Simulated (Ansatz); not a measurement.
Take LiCl in the rock salt structure (space group Fm-3m, No. 225; a = 5.150 Å) as the base.

Calculations: PBE/PAW in Ansatz (a program for electronic structure), no SOC.

Strains are applied to the cell and any free atomic positions relax.

One change was made to it. Results:

| quantity | base | after |
|---|---|---|
| valley order (the lowest conduction-band minima on the path, energy above the VBM, named in the base's zone) | Γ 6.26 eV; L along ⟨111⟩ 6.73 eV | Γ 5.94 eV; L along ⟨111⟩ 6.66 eV |
| mean gap deformation potential ΔEg/Δln V | – | -5.4 eV |
| energy relative to the base (free energy F) | 0 meV/atom | +5.7 meV/atom |
| pressure | 0.00 GPa | -1.66 GPa |

Q: Which change produced these results?
A) isotropic strain +3.00 %
B) isotropic strain −3.00 %
C) isotropic strain +1.50 %
D) isotropic strain +1.00 %
E) isotropic strain +2.00 %

A: E, isotropic strain +2.00 %. For comparison, the valley order in the other runs: isotropic strain −3.00 % gives Γ 6.81 eV; L along ⟨111⟩ 6.81 eV; X along ⟨100⟩ 7.99 eV; isotropic strain +1.00 % gives Γ 6.09 eV; L along ⟨111⟩ 6.70 eV; isotropic strain +3.00 % gives Γ 5.79 eV; L along ⟨111⟩ 6.63 eV; isotropic strain +1.50 % gives Γ 6.01 eV; L along ⟨111⟩ 6.68 eV.

Semilocal Kohn–Sham gaps tend to fall short of experiment. Stability against distortions was not tested.
